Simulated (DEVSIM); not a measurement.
Device: Schottky contact on n-type β-Ga2O3, at 300 K.

Layer 1 from the left is β-Ga2O3, thickness (μm) 8.90, Nd (cm⁻³) 1.2e16, τn (s) 1.3e-9, τp (s) 1.3e-9.

Left contact: Schottky, work function 5.18 eV, emission velocity 3.8e6 cm/s. Right contact: ohmic. Voltage is applied to the left contact. Recombination: SRH at mid-gap. Mobility is constant in doping.

Constants are typed, rounded textbook-type inputs, not results; the design itself was drawn at random and stands for no fabricated device. Values at 300 K.

β-Ga2O3: gap (eV) 4.8, affinity (eV) 4, permittivity 10, Nc (cm⁻³) 3.7e18, Nv (cm⁻³) 5e20, μn (cm²/Vs) 160, μp (cm²/Vs) 1.

Simulated with DEVSIM: 1D drift-diffusion, Boltzmann statistics, complete ionisation; no tunnelling, impact ionisation, image-force lowering or self-heating. Metal contacts follow the ideal Schottky-Mott rule: no Fermi-level pinning, no interface dipoles.

Dark forward current:

| |V| (V) | |J| (A/cm²) |
|---|---|
| 0.05 | 1.458e-13 |
| 0.10 | 1.146e-12 |
| 0.15 | 8.005e-12 |
| 0.20 | 5.503e-11 |
| 0.25 | 3.771e-10 |
| 0.30 | 2.581e-9 |
| 0.35 | 1.765e-8 |
| 0.40 | 1.205e-7 |
| 0.45 | 8.212e-7 |
| 0.50 | 5.587e-6 |
| 0.55 | 3.791e-5 |
| 0.60 | 0.0002564 |
| 0.65 | 0.001726 |
| 0.70 | 0.01154 |
| 0.75 | 0.07602 |
| 0.80 | 0.4761 |
| 0.85 | 2.462 |
| 0.90 | 8.279 |
| 0.95 | 18.07 |
| 1.00 | 30.33 |
| 1.05 | 43.97 |
| 1.10 | 58.46 |
| 1.15 | 73.48 |
| 1.20 | 88.88 |
| 1.25 | 104.6 |
| 1.30 | 120.4 |

### Question
Work out the local ideality factor n = ΔV / (kT/q · ln(J2/J1)) between the rows 0.15 and 0.20 V, 1.25 and 1.30 V.

### Answer
kT/q = 25.85 mV. From 0.15 to 0.20 V: ln(5.503e-11/8.005e-12) = 1.928, n = 1.00, near the 1 of diffusion or emission over a barrier. From 1.25 to 1.30 V: ln(120.4/104.6) = 0.141, n = 13.75; the layers' resistance at their doping, Σ W/(qμN) = 0.0029 Ω cm², would take 46 mV of this step of 50 mV.

### Question
Estimate the current at 0.45 V for emission alone, J0 = q v N_band exp(−φB/kT), and read the barrier back from the simulated current.

### Answer
φB = 1.180 eV, N_band = 3.70e18 cm⁻³, J0 = 3.37e-14 A/cm²; J = J0 (exp(qV/kT) − 1) = 1.23e-6 A/cm². The simulation gives 8.21e-7 A/cm²; the estimate lies 49 % above. Read backwards, the simulated current gives an apparent barrier of 1.190 eV. The estimate leaves out transport through the depletion region and minority injection.
